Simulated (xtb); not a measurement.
xtb 6.7.1, GFN2-xTB: Fc1cc(F)c(F)c(-c2ccc3c(c2)sc2cc(-c4ccc[se]4)ccc23)c1F, 38 atoms. The geometry is a generated start, not checked to be a minimum at this level.

| Quantity | Result |
|---|---|
| method | GFN2-xTB |
| --acc | 1 (default) |
| --etemp (K) | 300 (default) |
| detailed input (--input) | none: ANC optimiser, Lindh (1995) Hessian, microcycle=20, maxdispl=1.0, hlow=0.01 (default) |
| basis functions | 134 |
| valence electrons | 138 |

The structure is relaxed from this start with --opt LEVEL for the levels crude, sloppy, loose, lax, normal, tight, vtight, extreme, once each. Up to the end of the extreme run atoms move by at most 1.1 Å along an axis.

Problem. What is the loosest level that ends within 1 meV of the extreme run, and how many cycles does it take?

Solution. tight: 68 cycles against 94, ending 0.29 meV above.

```tsv
level	cycles	energy above the extreme run (meV)	gradient norm (eV/Å)
crude	6	120	0.33
sloppy	15	69	0.15
loose	33	3.7	0.072
lax	34	3.4	0.051
normal	42	1.7	0.035
tight	68	0.29	0.0057
vtight	94	under 0.01	0.0041
extreme	94	—	0.0041
```
